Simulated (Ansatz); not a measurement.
# A computed series for ZnSe: pressure series

Start from ZnSe in the zinc blende structure (space group F-43m, No. 216; a = 5.665 Å).

Cell and atoms are relaxed at each pressure.

Calculations: Ansatz (a quantum-chemistry and plane-wave program), r2SCAN, PAW, cutoff 500 eV, no spin-orbit coupling.

Candidates:
(a) pressure −2 GPa
(b) pressure 5 GPa
(c) pressure 1.5 GPa
(d) pressure 0.3 GPa

Base values:

* **Band gap**: 1.87 eV

Task: Order them by band gap, lowest first.

Result: (a) pressure −2 GPa (1.73 eV), (d) pressure 0.3 GPa (1.89 eV), (c) pressure 1.5 GPa (1.96 eV), (b) pressure 5 GPa (2.16 eV)

Load acts through the strain it causes; cell and atoms are relaxed under it. Stability against distortions was not tested. Tetrahedral semiconductors of this kind turn to denser phases somewhere between about 1 and 50 GPa; those were not computed, so compressed cells here can lie past the real transition.
